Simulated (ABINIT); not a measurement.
ABINIT run on BaSn3Pd (I4mm, 5 atoms in the cell): self-consistent single point.

Method: LDA (PW92), PAW (JTH v2.0 LDA PAW) (plane waves; ABINIT).

The change in words: lattice scaled by 0.98. Reference geometry:
```xyz
5
Lattice="-2.4684 2.4684 5.6351 2.4684 -2.4684 5.6351 2.4684 2.4684 -5.6351" Properties=species:S:1:pos:R:3 pbc="T T T"
Ba     0.0000     0.0000    11.2701
Sn     2.4684     0.0000     2.8124
Sn     0.0000     2.4684     2.8124
Sn     0.0000     0.0000     4.6496
Pd     0.0000     0.0000     7.3299
```

Reference input (self-consistent single point, DFT, LDA (PW92), plane waves, PAW (JTH v2.0 LDA PAW)): pseudos = [Ba.LDA_PW-JTH.xml, Sn.LDA_PW-JTH.xml, Pd.LDA_PW-JTH.xml]; ecut = 653 eV; pawecutdg = 1306 eV; ixc = 7; occopt = 3; tsmear = 0.05 eV; ngkpt = 5 5 5; nshiftk = 1; shiftk = 0 0 0; potentials = JTH v2.0 LDA PAW; nband = 45; kptopt = 1. This run's input differs from it in these lines:

```diff
@@ -3,7 +3,7 @@
 pseudos "Ba.LDA_PW-JTH.xml, Sn.LDA_PW-JTH.xml, Pd.LDA_PW-JTH.xml"
-acell 6.6287458350 6.6287458350 6.6287458350 Angstrom
+acell 6.4961708009 6.4961708009 6.4961708009 Angstrom
 rprim
-        -0.3723743618    0.3723743618    0.8501027404
-         0.3723743618   -0.3723743618    0.8501027404
-         0.3723743618    0.3723743618   -0.8501027404
+        -0.3723742916    0.3723742916    0.8501028020
+         0.3723742916   -0.3723742916    0.8501028020
+         0.3723742916    0.3723742916   -0.8501028020
 natom 5
@@ -20,2 +20,3 @@
 pawecutdg 1306 eV
+pawovlp -1
 ixc 7
```

Log, with long lists cut:

```
--- !BeginCycle
solver: {iscf: 17, nstep: 50, nline: 4, wfoptalg: 10, }
tolerances: {toldfe: 1.00E-09, }
...

     iter   Etot(hartree)      deltaE(h)  residm     nres2
 ETOT  1  -348.57807900929    -3.486E+02 7.638E+01 3.181E+02
 ETOT  2  -364.90406178120    -1.633E+01 1.480E-01 1.627E+02
 ETOT  3  -364.83919212441     6.487E-02 3.533E-02 4.764E+01
 ETOT  4  -364.81840669853     2.079E-02 1.093E-02 2.085E+01
 ETOT  5  -364.80262030761     1.579E-02 4.830E-03 6.306E+00
   [... 8 lines left out ...]
 ETOT 14  -364.79409991785    -2.926E-08 4.253E-04 1.265E-05
 ETOT 15  -364.79409991147     6.379E-09 3.789E-04 1.923E-06
 ETOT 16  -364.79409991184    -3.686E-10 2.655E-04 2.509E-07
 ETOT 17  -364.79409991260    -7.598E-10 2.284E-04 1.784E-07
 At SCF step   17, etot is converged :
  for the second time, diff in etot=  7.598E-10 < toldfe=  1.000E-09

 Cartesian components of stress tensor (hartree/bohr^3)
  sigma(1 1)=  1.03304528E-05  sigma(3 2)=  0.00000000E+00
  sigma(2 2)=  1.03304528E-05  sigma(3 1)=  0.00000000E+00
  sigma(3 3)=  9.48979299E-06  sigma(2 1)=  0.00000000E+00

 ----iterations are completed or convergence reached----

 reduced coordinates (array xred) for    5 atoms
       0.999990000000      0.999990000000      0.000000000000
       0.249540000000      0.749540000000      0.500000000000
       0.749540000000      0.249540000000      0.500000000000
       0.412560000000      0.412560000000      0.000000000000
       0.650380000000      0.650380000000      0.000000000000
 cartesian forces (eV/Angstrom) at end:
   [... lines left out ...]
 Fermi (or HOMO) energy (hartree) =   0.23898   Average Vxc (hartree)=  -0.39273
 Fermi (or HOMO) energy (eV) =   6.50296   Average Vxc (eV)= -10.68660
   [... lines left out ...]
'-kT*entropy'       : -9.58248887329057E-04
total_energy        : -3.64793775240928E+02
total_energy_eV     : -9.92654344781945E+03
...

-Cartesian components of stress tensor (GPa)         [Pressure= -2.9569E-01 GPa]
- sigma(1 1)=  3.03932364E-01  sigma(3 2)=  0.00000000E+00
- sigma(2 2)=  3.03932364E-01  sigma(3 1)=  0.00000000E+00
- sigma(3 3)=  2.79199302E-01  sigma(2 1)=  0.00000000E+00

 Calculation completed.
```

The run converged in 17 iterations. 

The starting cell comes from a database of computed structures (which also holds hypothetical and non-ambient phases and stackings), without a prior relaxation at this level. For this run, on top of that: lattice scaled by 0.98. Spin polarisation is off.

These are the values that this program gave, and no reference: the one-centre exchange-correlation terms come from a truncated expansion.

Cost on one core of a shared machine: roughly 4 min.
